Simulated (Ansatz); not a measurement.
## A constructed model of the (0001) surface of hcp Hf, a pseudomorphic layer of Os in the host's stacking (bottom of the slab: a bare face, its two planes held)

Method: PBE (plane waves to 420 eV, PAW; Ansatz, a quantum-chemistry and plane-wave program).

Set-up: 7 atoms, 15.4 Å thick at the start; mesh 13x13x1; 0.1 eV smearing; dipole correction on; 2 atoms held, the rest relaxed; start symmetry kept, larger cells not searched; no spin, no spin-orbit, no U. It is one candidate, not shown to be the stable structure of the face.

```yaml
work_function_of_the_top_face: 4.24 eV
energy_released_by_relaxation: 1.94 eV
cost: around 9 core-minutes (rough)
```
